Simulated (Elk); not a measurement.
Band structure of Ni3Si (Pm-3m, 4 atoms in the cell).

```yaml
crystal:
  lattice:
    - [3.59670, 0.00000, 0.00000]
    - [0.00000, 3.59670, 0.00000]
    - [0.00000, 0.00000, 3.59670]
  atoms:
    - { symbol: Si, position: [0.00000, 0.00000, 0.00000] }
    - { symbol: Ni, position: [0.00000, 0.50000, 0.50000] }
    - { symbol: Ni, position: [0.50000, 0.00000, 0.50000] }
    - { symbol: Ni, position: [0.50000, 0.50000, 0.00000] }
```

Level of theory: PBE, all-electron FP-LAPW, Elk's shipped species files, APW+lo basis with extra local orbitals in Elk.

Settings: xctype = 20; rgkmax = 8; stype = 0; swidth = 0.00999582 Ha; ngridk = 7 7 7; gmaxvr = 16 1/bohr; nxlo = 2; lorbcnd = true; lmaxi = 3; maxscl = 100.

The starting cell has typed, rounded lattice constants, without a prior relaxation at this level. Its lattice was rescaled by a random factor within 2.5 % of one. Spin polarisation is off. Values depend on the basis (sphere radii, cutoffs, local orbitals), which need not be converged.

Levels in eV from the Fermi level, bands 23 to 30:
```json
[
 {"point": "Γ", "23": "-0.64", "24": "-0.64", "25": "-0.34", "26": "-0.05", "27": "-0.05", "28": "-0.05", "29": "4.05", "30": "5.88"},
 {"point": "X", "23": "-1.24", "24": "-1.10", "25": "-0.58", "26": "-0.05", "27": "3.26", "28": "3.26", "29": "4.52", "30": "4.97"},
 {"point": "M", "23": "-1.37", "24": "-1.07", "25": "-0.98", "26": "-0.93", "27": "0.51", "28": "0.51", "29": "5.09", "30": "5.85"},
 {"point": "R", "23": "-1.18", "24": "-1.18", "25": "-0.42", "26": "-0.26", "27": "-0.26", "28": "-0.26", "29": "0.85", "30": "3.60"}
]
```

Bands cross the Fermi level along this path, so the cell is metallic at this level.
